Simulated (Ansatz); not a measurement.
Consider GaN in the wurtzite structure (space group P6_3mc, No. 186).

GaN has the hexagonal space group P6₃mc (No. 186), the wurtzite structure, Pearson symbol hP4. Conventional cell: a = b = 3.183 Å, c = 5.186 Å, α = β = 90.00°, γ = 120.00°. Ga on 2b has 4 N at 1.946–1.953 Å (tetrahedral). N on 2b has 4 Ga at 1.946–1.953 Å (tetrahedral). (Neighbours: up to the widest gap in distance over summed covalent radii, below 1.35, at either atom; cation-cation and far metal-metal contacts left out.)

Method: PBEsol/PAW in Ansatz (a first-principles code), scalar-relativistic without spin-orbit coupling, earlier PAW set.

Base values:

The gap between the host's bands comes out as 1.88 eV and the gap character comes out as direct at Γ.

Now apply this change: 0.227 holes added to each cell, a density of 5.0×10^21 cm⁻³, with a uniform compensating background at fixed cell and a 300 K Fermi–Dirac width.

### Question
What happens to the Fermi level from band edge, gap between the host's bands and gap character?

### Answer
The Fermi level relative to the doped band's edge (positive inside the band; to 0.05 eV) is +0.40 eV; the gap between the host's bands goes up by 0.11 eV to 1.99 eV; the gap character stays direct at Γ.

Charged cell with a jellium background: band edges are those of the host's band count, energies are not comparable with the neutral cell, and many-body gap narrowing is missing. No phonon test of stability was made.
